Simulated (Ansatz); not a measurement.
# BeSe, response to strain

Start from BeSe in the zinc blende structure (space group F-43m, No. 216; a = 5.1289 Å).

Strains are applied to the cell and any free atomic positions relax.

Computed with Ansatz (a quantum-chemistry and plane-wave program) PBEsol, scalar-relativistic without spin-orbit coupling.

Candidates:
(a) isotropic strain −2.50 %
(b) isotropic strain +1.50 %
(c) isotropic strain +0.50 %

Notes on the quantities. energy relative to the base: free energy F.

### Question
Order them by energy relative to the base, lowest first.

### Answer
(c) isotropic strain +0.50 % (+0.9 meV/atom), (b) isotropic strain +1.50 % (+8.1 meV/atom), (a) isotropic strain −2.50 % (+25 meV/atom)

No phonon test of stability was made.
